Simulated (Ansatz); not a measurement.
**Effect of x(In) = 0.5, 8 atoms, Pmn2_1 on GaAs**

Start from GaAs in the zinc blende structure (space group F-43m, No. 216; a = 5.667 Å).

The other end (x = 1) is InAs in the zinc blende structure (space group F-43m, No. 216): 28.50 Å³/atom, gap 0.08 eV.

The change: a fraction x = 0.5 of the Ga sites is given to In, ordered in a cell of 8 atoms (starting symmetry Pmn2_1) and fully relaxed.

All numbers come from r2SCAN in Ansatz (plane waves to 500 eV, PAW, scalar-relativistic without spin-orbit coupling). Settings: 8×4×6 k-points, 0.05 eV Fermi–Dirac smearing, for the changed cell.

The volume per atom increases by 2.74 Å³, from 22.75 Å³ to 25.49 Å³ and the density goes up by 0.17 g/cm³, from 5.28 g/cm³ to 5.45 g/cm³. The shortest interatomic distance falls by 0.0034 Å, from 2.454 Å to 2.450 Å and the band gap falls by 0.62 eV (0.96 eV → 0.34 eV). The gap character (in this cell's own zone, which can be folded) remains direct at Γ and the valence-band top at Γ (three highest levels, from the VBM) changes from 0.00, 0.00, 0.00 eV to 0.00, -0.09, -0.10 eV. The mixing energy amounts to +0.02 eV/atom (to 0.01 eV only: unlike meshes or grids) and the deviation of the volume from the linear (Vegard-type) interpolation amounts to -0.5 %. The bowing parameter b of this ordering, from Eg = [1−x] Eg[0] + x Eg[1] − b x [1−x], is 0.7 eV and the mean first-shell distances is Ga–As 2.476 Å (end compound 2.454 Å), In–As 2.627 Å (end compound 2.645 Å).

These are small ordered cells, not random alloys; other orderings at the same x differ. Whether these cells are dynamically stable was not tested. The zero or small gap of InAs can change with the level of theory. k-point labels follow each cell's own Brillouin zone.

Ansatz is a program for electronic structure.
